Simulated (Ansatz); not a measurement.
**Si: pressure series**

Take Si in the diamond structure (space group Fd-3m, No. 227; a = 5.4441 Å) as the base.

Cell and atoms are relaxed at each pressure.

Level of theory: plane-wave PAW DFT at the r2SCAN level (Ansatz, a quantum-chemistry and plane-wave program, 500 eV), scalar-relativistic without spin-orbit coupling, earlier PAW set.

Notes on the quantities. enthalpy: H = E + PV relative to the base's energy.

```json
[
 {"change": "base", "band gap": "0.78 eV", "width of the top valence band": "4.00 eV", "enthalpy": "–", "shortest interatomic distance": "2.357 Å", "electron mass": "0.91 mₑ along k, 0.19 mₑ across (off the special points)"},
 {"change": "pressure −2 GPa", "band gap": "0.81 eV", "width of the top valence band": "3.91 eV", "enthalpy": "-0.25 eV/atom", "shortest interatomic distance": "2.374 Å", "electron mass": "0.91 mₑ along k, 0.19 mₑ across (off the special points)"},
 {"change": "pressure −1 GPa", "band gap": "0.79 eV", "width of the top valence band": "3.96 eV", "enthalpy": "-0.13 eV/atom", "shortest interatomic distance": "2.366 Å", "electron mass": "0.91 mₑ along k, 0.19 mₑ across (off the special points)"},
 {"change": "pressure 1.8 GPa", "band gap": "0.74 eV", "width of the top valence band": "4.08 eV", "enthalpy": "+0.22 eV/atom", "shortest interatomic distance": "2.343 Å", "electron mass": "0.91 mₑ along k, 0.19 mₑ across (off the special points)"},
 {"change": "pressure 4.2 GPa", "band gap": "0.70 eV", "width of the top valence band": "4.18 eV", "enthalpy": "+0.52 eV/atom", "shortest interatomic distance": "2.326 Å", "electron mass": "0.91 mₑ along k, 0.19 mₑ across (off the special points)"},
 {"change": "pressure 9 GPa", "band gap": "0.63 eV", "width of the top valence band": "4.36 eV", "enthalpy": "+1.09 eV/atom", "shortest interatomic distance": "2.296 Å", "electron mass": "0.91 mₑ along k, 0.19 mₑ across (off the special points)"},
 {"change": "pressure 18 GPa", "band gap": "0.49 eV", "width of the top valence band": "4.65 eV", "enthalpy": "+2.10 eV/atom", "shortest interatomic distance": "2.250 Å", "electron mass": "0.92 mₑ along k, 0.18 mₑ across (off the special points)"},
 {"change": "pressure 30 GPa", "band gap": "0.34 eV", "width of the top valence band": "4.99 eV", "enthalpy": "+3.37 eV/atom", "shortest interatomic distance": "2.203 Å", "electron mass": "0.93 mₑ along k, 0.18 mₑ across (off the special points)"},
 {"change": "pressure 45 GPa", "band gap": "0.16 eV", "width of the top valence band": "5.34 eV", "enthalpy": "+4.86 eV/atom", "shortest interatomic distance": "2.155 Å", "electron mass": "0.94 mₑ along k, 0.17 mₑ across (off the special points)"},
 {"change": "pressure 60 GPa", "band gap": "zero", "width of the top valence band": "–", "enthalpy": "+6.27 eV/atom", "shortest interatomic distance": "2.117 Å", "electron mass": "–"}
]
```

Load acts through the strain it causes; cell and atoms are relaxed under it. Masses are band curvatures over ±0.01 Å⁻¹ around the edge. Along k means along the line from Γ to the band edge. Stability against distortions was not tested. Measured, Si leaves this structure (for the β-tin structure) near 12 GPa (room temperature; as listed in arXiv:1906.07825). The zero or small gap of Si under pressure 45 GPa and Si under pressure 60 GPa can change with the level of theory.
